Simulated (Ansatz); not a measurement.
MoPt (P-6m2, No. 187, 2 atoms in the cell; start mp-1221433), treated with LDA in Ansatz (PAW).

Numerical settings: plane-wave cutoff 520 eV, 24×24×12 k mesh (along the axes of the cell as run), Fermi–Dirac smearing 0.05 eV, no spin polarisation, scalar-relativistic PAW data made under PBE.

Cell (relaxed at this level):

```
CELL_PARAMETERS angstrom
      2.76077     0.00000     0.00000
     -1.38039     2.39090     0.00000
      0.00000     0.00000     4.46178
ATOMIC_POSITIONS crystal
  Mo 0.66667 0.33333 0.00000
  Pt 0.33333 0.66667 0.50000
```

### Question
What does this level give for the bulk modulus B0?

### Answer

- bulk modulus B0 = 311 GPa

Note: the run has no spin polarisation, so it can have missed a magnetic state; the bulk modulus is −V dP/dV from two relaxed cells at ±2 % in volume; the relaxation could not lower the start's symmetry, so the cell can be a saddle point above a distorted one.

Spin–orbit coupling is not included.

Static lattice: no zero-point or thermal effects.

Computing time: roughly 3 core-minutes.

A start named mp-… is a Materials Project structure, which need not be a measured phase.

Ansatz is a first-principles code.
